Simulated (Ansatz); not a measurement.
Worked example: self-consistent single point of CaI₂ (P3m1, 3 atoms in the cell) in Ansatz (a program for electronic structure).

Method of the run: PBEsol, default PAW files made with PBE (plane waves; Ansatz).

The change in words: lattice scaled by 0.98; basis.ecutwfc: 420 eV → 460 eV. Reference geometry:
```
CELL_PARAMETERS angstrom
      4.55161     0.00000     0.00000
     -2.27581     3.94181     0.00000
      0.00000     0.00000     7.24588
ATOMIC_POSITIONS crystal
  Ca 0.00000 0.00000 0.00690
  I  0.33333 0.66667 0.24430
  I  0.66667 0.33333 0.75570
```

Reference input (self-consistent single point, DFT, PBEsol, plane waves, default PAW files made with PBE): basis.ecutwfc = 420 eV; kpoints.mp_grid.grid = 6 6 4; hamiltonian.xc = pbesol; hamiltonian.pseudopotentials = {kind: paw} (the program's default PAW files); scf.occupations.method = fixed. This run's input differs from it in these lines:

Ansatz 0.2 input:
```diff
@@ -3,5 +3,5 @@
   lattice:
-    - [4.55161500, 0.00000000, 0.00000000]
-    - [-2.27580700, 3.94181400, 0.00000000]
-    - [0.00000000, 0.00000000, 7.24587900]
+    - [4.46058300, 0.00000000, 0.00000000]
+    - [-2.23029100, 3.86297800, 0.00000000]
+    - [0.00000000, 0.00000000, 7.10096100]
   atoms:
@@ -11,3 +11,3 @@
 basis:
-  ecutwfc: 420.0
+  ecutwfc: 460.0
 kpoints:
```

Output (repeated stretches shortened):

```
SCF iter   1: F=—  HF=-16663.189057 eV  |F-HF|=—  |Δ(HF+E_count)|=         —  Δρ=2.15e-3  dr2=4.65e-3  ethr=1.77e-3  ⟨swp⟩=7.0  Hψ=2816  notcnv=0  defer=64
all-band conjugate gradients solve this SCF's bands
preconditioner: auto → Resta (q_TF=auto, 2.301 Å⁻¹)
SCF iter   2: F=—  HF=-16663.188035 eV  |F-HF|=—  |Δ(HF+E_count)|=   1.02e-3  Δρ=1.05e-3  dr2=1.31e-3  ethr=1.06e-5  ⟨swp⟩=4.7  Hψ=1647  notcnv=0  defer=70
SCF iter   3: F=—  HF=-16663.188146 eV  |F-HF|=—  |Δ(HF+E_count)|=   1.11e-4  Δρ=2.29e-4  dr2=6.89e-5  ethr=2.98e-6  ⟨swp⟩=2.1  Hψ=895  notcnv=0  defer=69
SCF iter   4: F=—  HF=-16663.188194 eV  |F-HF|=—  |Δ(HF+E_count)|=   4.83e-5  Δρ=7.15e-5  dr2=9.08e-6  ethr=1.57e-7  ⟨swp⟩=2.0  Hψ=775  notcnv=0  defer=68
SCF iter   5: F=—  HF=-16663.188203 eV  |F-HF|=—  |Δ(HF+E_count)|=   8.93e-6  Δρ=1.98e-5  dr2=6.75e-7  ethr=2.06e-8  ⟨swp⟩=2.0  Hψ=816  notcnv=0  defer=68
SCF iter   6: F=-16663.188204 eV  HF=-16663.188204 eV  |F-HF|=1.66e-7  |Δ(HF+E_count)|=   9.79e-7  Δρ=6.31e-6  dr2=6.55e-8  ethr=2.27e-10  ⟨swp⟩=15.7  Hψ=4468  notcnv=0
SCF 1 converged in 6 iterations: F = -16663.188204 eV  dr2 = 6.55e-8
Free energy (F): -16663.188204 eV
Internal energy: -16663.188204 eV  (E = F + TS)
E sigma→0 (E₀):  -16663.188204 eV
Fermi energy:    3.911874 eV
--- Forces (eV/Å), atoms counted from 1 ---
  atom   1  Ca    -0.00000000    -0.00000000    -0.26292137
  atom   2  I     -0.00000000    -0.00000000     0.18796946
  atom   3  I      0.00000000     0.00000000     0.07495883
--- Stress (GPa, compression-positive) ---
       -0.019187       0.000000       0.000000
        0.000000      -0.019187       0.000000
        0.000000       0.000000       0.173016
  P = ⅓ Tr σ = 0.0449 GPa (0.449 kbar)
  The stress holds the Pulay correction. Without it, at fixed plane waves, as pw.x and ABINIT print it: P = 0.0340 GPa
```

The run converged in 6 iterations. Against the reference run the free energy goes down by 10.3 meV/atom, the pressure goes from -1.22 to 0.04 GPa, the largest force goes from 0.317 to 0.263 eV/Å and the gap on the mesh goes from 3.592 to 3.522 eV.

The starting cell comes from a database of computed structures (which also holds hypothetical and non-ambient phases and stackings), without a prior relaxation at this level. Its lattice was rescaled by up to half a per cent. One atom was moved a little off its site on purpose. For this run, on top of that: lattice scaled by 0.98. Spin-orbit coupling is off. Ansatz's pressure includes its estimate of the finite-basis (Pulay) stress.
